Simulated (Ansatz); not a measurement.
Given:

```xyz
4
Lattice="2.4778 0.0000 0.0000 1.2389 2.1458 0.0000 0.0000 0.0000 4.1841" Properties=species:S:1:pos:R:3 pbc="T T T"
B      1.2389     0.7153     0.0030
B      2.4778     1.4306     2.0951
N      1.2389     0.7153     1.5660
N      2.4778     1.4306     3.6581
```

No spin polarisation.

Calculations: LDA in Ansatz (plane waves to 420 eV, PAW, spin-orbit coupling left out). k-mesh 15×15×8 (Γ-centred); smearing 0.05 eV (Fermi–Dirac).

Question: Predict the smallest direct gap and band gap.

Answer: 
```json
{
  "smallest_direct_gap": "8.16 eV",
  "band_gap": "4.73 eV"
}
```

The cells carry an imposed strain or load. No phonon test of stability was made. The cell was made from BN in the wurtzite structure (space group P6_3mc, No. 186) by this change: biaxial strain −1.80 %, plane normal [001], relaxed out of plane.

Ansatz is an electronic-structure program.
